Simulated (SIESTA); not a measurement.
Input and output of a self-consistent single point for CoO (R3m, 4 atoms in the cell) (SIESTA)

Computed with LDA PW92, numerical atomic orbitals DZP, PseudoDojo LDA standard norm-conserving potentials (rewritten from UPF to PSML) run with SIESTA.

Input as run:

```
# files in the folder: Co.psml O.psml (PseudoDojo LDA standard)
SystemName  CoO
SystemLabel coo

NumberOfAtoms                4
NumberOfSpecies              2
%block ChemicalSpeciesLabel
  1 27 Co
  2 8 O
%endblock ChemicalSpeciesLabel
LatticeConstant              1.0 Ang
%block LatticeVectors
     1.626894000    0.939288000    5.211990000
    -1.626894000    0.939288000    5.211990000
     0.000000000   -1.878575000    5.211990000
%endblock LatticeVectors
AtomicCoordinatesFormat      ScaledCartesian
%block AtomicCoordinatesAndAtomicSpecies
     0.000000000    0.000000999   15.627995655  1
    -0.000000000    0.000000499    7.810120107  1
     0.000000000    0.000000375    5.871259827  2
    -0.000000000    0.000000876   13.689760814  2
%endblock AtomicCoordinatesAndAtomicSpecies

XC.functional                LDA
XC.authors                   PW92
PAO.BasisSize                DZP
PAO.EnergyShift              0.01 Ry
MeshCutoff                   300 Ry
%block kgrid.MonkhorstPack
    8   0   0  0.0
    0   8   0  0.0
    0   0   8  0.0
%endblock kgrid.MonkhorstPack
OccupationFunction           FD
ElectronicTemperature        0.05 eV
Spin                         polarized
%block DM.InitSpin
  1 +3.00
  2 +3.00
  3 +0.00
  4 +0.00
%endblock DM.InitSpin

MaxSCFIterations             150
SCF.Mixer.Method             Pulay
SCF.Mixer.Weight             0.1
SCF.Mixer.History            8
SCF.DM.Tolerance             1.0E-05
Diag.ParallelOverK           true
WriteForces                  true
Charge.Mulliken              end
```

Output (repeated stretches shortened):

```
reinit: Reading from file input.fdf

reinit: System Name: CoO
reinit: System Label: coo

NOTE on units for spin output:
{S} is the spin magnetic moment, in units of the Bohr magneton,
assuming a g-factor for the electron spin of exactly 2.
The spin magnetic moment is then numerically equal to the charge inbalance,
in units of electrons, between the spin-up and -down channels.

coor:   Atomic-coordinates input format  =     Cartesian coordinates
coor:                                          (in units of alat)

siesta: Atomic coordinates (Bohr) and species
siesta:      0.00000   0.00000  29.53263  1        1
siesta:     -0.00000   0.00000  14.75899  1        2
siesta:      0.00000   0.00000  11.09507  2        3
siesta:     -0.00000   0.00000  25.86990  2        4

siesta: System type = bulk

initatomlists: Number of atoms, orbitals, and projectors:      4    64    62

siesta: ******************** Simulation parameters ****************************
redata: Spin configuration                          = collinear
redata: Time-Reversal Symmetry                      = T
redata: Number of Atomic Species                    =        2
redata: Mesh Cutoff                                 =   300.0000 Ry
redata: Net charge of the system                    =     0.0000 |e|
redata: Min. number of SCF Iter                     =        0
redata: Max. number of SCF Iter                     =      150
redata: SCF convergence failure will abort job
redata: SCF mix quantity                            = Hamiltonian
redata: Mix DM or H after convergence               =   F
redata: Recompute H after scf cycle                 =   F
redata: Mix DM in first SCF step                    =   T
redata: No kicks to SCF
redata: DM Mixing Weight for Kicks                  =     0.5000
redata: Require Harris convergence for SCF          =   F
redata: Harris energy tolerance for SCF             =     0.000100 eV
   [... lines left out ...]
diag: Used triangular part                          = Lower
diag: Absolute tolerance                            =  0.100E-15
diag: Orthogonalization factor                      =  0.100E-05
diag: Memory factor                                 =  1.0000

superc: Internal auxiliary supercell:     7 x     7 x     7  =     343
superc: Number of atoms, orbitals, and projectors:   1372  21952  21266

                        Single-point calculation

superc: Internal auxiliary supercell:     7 x     7 x     7  =     343
superc: Number of atoms, orbitals, and projectors:   1372  21952  21266

outcell: Unit cell vectors (Ang):
        1.626894    0.939288    5.211990
       -1.626894    0.939288    5.211990
        0.000000   -1.878575    5.211990

outcell: Cell vector modules (Ang)   :    5.540206    5.540206    5.540206
outcell: Cell angles (23,13,12) (deg):     34.1535     34.1535     34.1535
outcell: Cell volume (Ang**3)        :     47.7873
new_DM -- step:     1
Initializing Density Matrix...

Attempting to read DM from file... Failed...
DM filled with atomic data (user-defined):

InitMesh: MESH = 60 x 60 x 60 = 216000
InitMesh: Mesh cutoff (required, used) =   300.000   366.267 Ry

stepf: Fermi-Dirac step function
        iscf     Eharris(eV)        E_KS(eV)     FreeEng(eV)     dDmax    Ef(eV) dHmax(eV)
   scf:    1    -9155.043436    -9189.896786    -9189.946354  0.412875 -1.414578 19.223737
     spin moment: {S} , |S| = {        0.0        0.0    6.40184 }     6.40184
   scf:    2    -9216.994103    -9205.623414    -9205.680404  0.245600 -2.514584  9.446055
     spin moment: {S} , |S| = {        0.0        0.0    6.09054 }     6.09054
   scf:    3    -9211.937729    -9210.286917    -9210.337959  0.100791 -3.656380  1.816541
     spin moment: {S} , |S| = {        0.0        0.0    5.79397 }     5.79397
   scf:    4    -9210.258935    -9210.273194    -9210.324396  0.001634 -3.638950  1.974044
     spin moment: {S} , |S| = {        0.0        0.0    5.80168 }     5.80168
   scf:    5    -9210.269689    -9210.271522    -9210.322747  0.000914 -3.635659  1.927729
     spin moment: {S} , |S| = {        0.0        0.0    5.80236 }     5.80236
   scf:    6    -9210.223844    -9210.354303    -9210.400500  0.055237 -4.310622  1.303762
   [... lines left out ...]
   scf:   13    -9210.428443    -9210.428439    -9210.475446  0.000170 -3.997681  0.016907
     spin moment: {S} , |S| = {        0.0        0.0    5.67738 }     5.67738
   scf:   14    -9210.428509    -9210.428480    -9210.475464  0.000238 -3.997638  0.001531
     spin moment: {S} , |S| = {        0.0        0.0    5.67635 }     5.67635
   scf:   15    -9210.428486    -9210.428483    -9210.475464  0.000024 -3.997631  0.000819
     spin moment: {S} , |S| = {        0.0        0.0    5.67639 }     5.67639
   scf:   16    -9210.428490    -9210.428487    -9210.475464  0.000051 -3.997435  0.000544
     spin moment: {S} , |S| = {        0.0        0.0    5.67683 }     5.67683
   scf:   17    -9210.428493    -9210.428490    -9210.475464  0.000056 -3.997354  0.000206
     spin moment: {S} , |S| = {        0.0        0.0    5.67729 }     5.67729
   scf:   18    -9210.428491    -9210.428490    -9210.475464  0.000003 -3.997357  0.000160
     spin moment: {S} , |S| = {        0.0        0.0    5.67733 }     5.67733
SCF Convergence by DM+H criterion
max |DM_out - DM_in|         :     0.0000028421
max |H_out - H_in|      (eV) :     0.0001596769
SCF cycle converged after 18 iterations

Using DM_out to compute the final energy and forces

siesta: E_KS(eV) =            -9210.4285

siesta: E_KS - E_eggbox =     -9210.4285

siesta: Atomic forces (eV/Ang):
     1    0.000000    0.000000    0.192149
     2   -0.000000   -0.000000    0.189121
     3   -0.000000   -0.000000   -0.201431
     4    0.000000   -0.000000   -0.208697
   Tot    0.000000   -0.000001   -0.028858
   Max    0.208697
   Res    0.114316    sqrt( Sum f_i^2 / 3N )
   Max    0.208697    constrained

Stress tensor Voigt[x,y,z,yz,xz,xy] (kbar):      240.49      240.49      200.63        0.00        0.00       -0.00
(Free)E + p*V (eV/cell)    -9217.2522
Target enthalpy (eV/cell)    -9210.4755

siesta: Program's energy decomposition (eV):
siesta: Ebs     =     -1418.477969
siesta: Eions   =     11479.921199
siesta: Ena     =       854.816668
siesta: Ekin    =      4311.590408
siesta: Enl     =     -1209.176325
siesta: Eso     =         0.000000
siesta: Edftu   =         0.000000
siesta: DEna    =        44.182642
siesta: DUscf   =         1.566555
siesta: DUext   =         0.000000
siesta: Ex      =     -1610.522470
siesta: Ec      =      -122.964769
siesta: Exc     =     -1733.487239
siesta: Eharris =     -9210.428491
siesta: Etot    =     -9210.428490
siesta: FreeEng =     -9210.475464

siesta: Atomic forces (eV/Ang):
siesta:      1    0.000000    0.000000    0.192149
siesta:      2   -0.000000   -0.000000    0.189121
siesta:      3   -0.000000   -0.000000   -0.201431
siesta:      4    0.000000   -0.000000   -0.208697
siesta: ----------------------------------------
siesta:    Tot    0.000000   -0.000001   -0.028858

siesta: Stress tensor (static) (eV/Ang**3):
siesta:     0.150104   -0.000000    0.000000
siesta:    -0.000000    0.150104   -0.000000
siesta:     0.000000    0.000000    0.125226

siesta: Cell volume =         47.787323 Ang**3

siesta: Pressure (static):
siesta:                Solid            Molecule  Units
   [... lines left out ...]
siesta:        -227.20657975       -235.59413134  kBar
   [... lines left out ...]

mulliken: Qtot =       25.839

mulliken: Spin DOWN

Species: Co
Atom  Qatom  Qorb
               3s      4s      4s      3py     3pz     3px     4py     4pz
               4px     3dxy    3dyz    3dz2    3dxz    3dx2-y2 3dxy    3dyz
               3dz2    3dxz    3dx2-y2
   1  7.005   0.997   0.338  -0.109   0.999   0.998   0.999   0.130   0.129
              0.130   0.500   0.604   0.391   0.604   0.500  -0.040  -0.050

             -0.027  -0.050  -0.040
   2  7.005   0.997   0.338  -0.109   0.999   0.998   0.999   0.130   0.129
              0.130   0.500   0.604   0.391   0.604   0.500  -0.040  -0.050

             -0.027  -0.050  -0.040

Species: O
Atom  Qatom  Qorb
               2s      2s      2py     2pz     2px     2py     2pz     2px
               3Pdxy   3Pdyz   3Pdz2   3Pdxz   3Pdx2-y2
   3  3.076   0.849   0.018   0.770   0.775   0.770  -0.045  -0.047  -0.045
              0.006   0.007   0.006   0.007   0.006
   4  3.076   0.849   0.018   0.770   0.775   0.770  -0.045  -0.047  -0.045
              0.006   0.007   0.006   0.007   0.006

mulliken: Qtot =       20.161

Mulliken Atomic Populations:
Atom #   charge [q] valence [e]      Sz [e]  Species
     1     0.511731   16.488269    2.478991  Co
     2     0.511560   16.488440    2.478953  Co
     3    -0.511607    6.511607    0.359673  O
     4    -0.511684    6.511684    0.359714  O
 Total    -0.000000                5.677331
```

The run converged in 18 iterations.

The starting cell comes from a database of computed structures (which also holds hypothetical and non-ambient phases and stackings), without a prior relaxation at this level. Its lattice was rescaled by a random factor within 2.5 % of one. The magnetic order is the one reached from the typed start; others were not searched systematically. Values carry the incompleteness of an atom-centred basis. With a pressure of about -23 GPa the cell is away from its equilibrium volume at this level.

Cost on one core of a shared machine: roughly 50 s.
